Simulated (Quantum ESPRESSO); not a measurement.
**Quick settings and what they miss: a (101) slab of Be (cut from a parent of space group no. 194; 12 atoms in the cell)**

Self-consistent single point.

```yaml
crystal:
  lattice:
    - [2.31642, 0.00000, 0.00000]
    - [-1.15821, 4.16985, 0.00000]
    - [0.00000, 0.00000, 24.03020]
  atoms:
    - { symbol: Be, position: [0.29460, 0.58920, 0.29130] }
    - { symbol: Be, position: [0.94816, 0.89632, 0.35093] }
    - { symbol: Be, position: [0.67887, 0.35775, 0.36285] }
    - { symbol: Be, position: [0.33244, 0.66487, 0.42248] }
    - { symbol: Be, position: [0.06315, 0.12630, 0.43441] }
    - { symbol: Be, position: [0.71671, 0.43343, 0.49404] }
    - { symbol: Be, position: [0.44743, 0.89485, 0.50596] }
    - { symbol: Be, position: [0.10099, 0.20198, 0.56559] }
    - { symbol: Be, position: [0.83170, 0.66341, 0.57752] }
    - { symbol: Be, position: [0.48527, 0.97053, 0.63715] }
    - { symbol: Be, position: [0.21598, 0.43196, 0.64907] }
    - { symbol: Be, position: [0.86954, 0.73908, 0.70870] }
```

Method: LDA (PZ), PSlibrary ultrasoft (LDA) pseudopotentials (plane waves; Quantum ESPRESSO).

Base settings: ecutwfc = 40 Ry; ecutrho = 240 Ry; occupations = smearing; smearing = fermi-dirac; degauss = 0.0073499 Ry; mixing_mode = local-TF; potentials = {Be: Be.pz-n-rrkjus_psl.1.0.0.UPF}; K_POINTS = automatic 15 15 1 0 0 0; conv_thr = 1e-10 Ry; mixing_beta = 0.4.

Tight run (finer mesh or higher cutoff; not a proven limit): ecutwfc: 40 Ry → 56 Ry; ecutrho: 240 Ry → 336 Ry; conv_thr: 1e-10 Ry → 7.3e-11 Ry; K_POINTS: automatic 15 15 1 0 0 0 → automatic 21 21 1 0 0 0. It gave Fermi level (on the code's own zero) 0.60 eV; pressure averaged over the cell with its vacuum -5.25 GPa; largest force (vector length) 0.807 eV/Å.

Quick runs, as changes from the base:
- A: the base itself
- B: ecutwfc: 40 Ry → 28 Ry; ecutrho: 240 Ry → 168 Ry; K_POINTS: automatic 15 15 1 0 0 0 → automatic 8 8 1 0 0 0
- C: ecutwfc: 40 Ry → 28 Ry; ecutrho: 240 Ry → 168 Ry; K_POINTS: automatic 15 15 1 0 0 0 → automatic 4 4 1 0 0 0
- D: smearing: fermi-dirac → methfessel-paxton; degauss: 0.0073499 Ry → 0.019992 Ry; conv_thr: 1e-10 Ry → 7.3e-05 Ry; K_POINTS: automatic 15 15 1 0 0 0 → automatic 4 4 1 0 0 0
- E: ecutwfc: 40 Ry → 20 Ry; ecutrho: 240 Ry → 120 Ry; degauss: 0.0073499 Ry → 0.0147 Ry; conv_thr: 1e-10 Ry → 7.3e-05 Ry; K_POINTS: automatic 15 15 1 0 0 0 → automatic 4 4 1 0 0 0
- F: ecutwfc: 40 Ry → 32 Ry; ecutrho: 240 Ry → 192 Ry; smearing: fermi-dirac → gaussian; degauss: 0.0073499 Ry → 0.036749 Ry; K_POINTS: automatic 15 15 1 0 0 0 → automatic 2 2 1 0 0 0

Energies are extrapolated to zero smearing width, which holds to low order in the width alone (under cold and Methfessel-Paxton smearing the free energy itself is taken).

The count of work is k-points × plane waves × bands × iterations; it is no time. 

The starting cell comes from a database of computed structures (which also holds hypothetical and non-ambient phases and stackings), without a prior relaxation at this level. The slab is cut from that crystal, and its faces are unrelaxed. Its lattice was rescaled in the plane by a random factor within 2.5 % of one.

| run | energy less tight (meV/atom) | largest miss in a force vector (eV/Å) | count of work / tight |
|---|---|---|---|
| A | -0.4 | 0.010 | 0.21 |
| B | -3.4 | 0.039 | 0.036 |
| C | -15.0 | 0.182 | 0.014 |
| D | -15.8 | 0.193 | 0.014 |
| E | -14.3 | 0.159 | 0.0045 |
| F | -31.2 | 0.656 | 0.0075 |

Among the runs at the tight run's level, the energy misses run from 0.4 to 31.2 meV/atom.
